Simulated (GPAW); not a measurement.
Band structure of NaF (Fm-3m, 2 atoms in the cell).

```
NaF
1.0
    0.00000     2.29047     2.29047
    2.29047     0.00000     2.29047
    2.29047     2.29047     0.00000
Na F
1 1
Direct
  0.00000   0.00000   0.00000
  0.50000   0.50000   0.50000
```

Level of theory: PBE, GPAW PAW datasets PBE (gpaw-data 1.0.1) (plane waves; GPAW 25.7.0).

Settings: mode = pw; ecut = 950 eV; xc = PBE; kpts = 6 6 6; mesh shift (steps) = 0 0 0; occupations.name = fermi-dirac; occupations.width = 0.02 eV; nbands = -8; convergence.forces = 0.001 eV/Å; convergence.bands = -6; symmetry.symmorphic = false; symmetry.tolerance = 0.0005; maxiter = 100; bandpath_npoints = 40.

The starting cell comes from a database of computed structures (which also holds hypothetical and non-ambient phases and stackings), without a prior relaxation at this level. Its lattice was rescaled by a random factor within 2.5 % of one.

Q: Predict the gap along the standard path and the places of the band edges.

A: The gap along the path is 6.52 eV, direct at Γ to within 0.01 eV.

Levels in eV from the top of the valence band on the SCF mesh, bands 4 to 11:
```csv
point,4,5,6,7,8,9,10,11
Γ,-18.80,0.00,0.00,0.00,6.52,19.27,19.27,19.27
X,-18.86,-1.31,-0.42,-0.42,13.46,13.49,13.99,20.36
W,-18.38,-0.90,-0.90,-0.60,13.49,13.49,15.64,17.35
K,-18.40,-1.09,-0.87,-0.38,13.08,13.54,15.13,19.83
L,-18.05,-1.66,-0.27,-0.27,11.03,12.81,20.63,20.63
U,-18.40,-1.09,-0.87,-0.38,13.08,13.54,15.13,19.83
```
